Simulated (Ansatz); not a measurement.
Cost and result by functional for the surface energy of the (332) surface of fcc Cu in its 1x1 cell, outermost plane spacing 0.39 Å in the ideal cut, in Ansatz (plane waves, PAW). Single points on the PBE structure, on one kind of machine; costs are rough ratios of the slab run's core time (references not counted) to the cheapest single point. r2SCAN's cost holds its higher cutoff (500 against 420 eV). Differences are taken against r2SCAN for comparison alone: no measured value is at hand, so the table doesn't rank accuracy.

Model: 28-atom slab, 10.4 Å thick at the start (thin: gaps and levels are the slab's own), 15x3x1 mesh, Fermi-Dirac 0.1 eV, dipole correction, all atoms relaxed; start symmetry kept, larger cells not searched; no spin, no spin-orbit, no U. These notes are the PBE run's.

| functional | relative cost | surface energy (J/m²) | less r2SCAN (J/m²) |
|---|---|---|---|
| RPBE | 1 | 1.22 | -0.47 |
| LDA | 1 | 1.92 | 0.23 |
| PBEsol | 1 | 1.77 | 0.08 |
| r2SCAN | 2 | 1.69 | 0.00 |
| PBE (the relaxed run's value) | – | 1.44 | -0.25 |

The values span 0.70 J/m², while the single points' costs differ by a factor of roughly 2. Differences are of unrounded values.

Ansatz is a first-principles code.
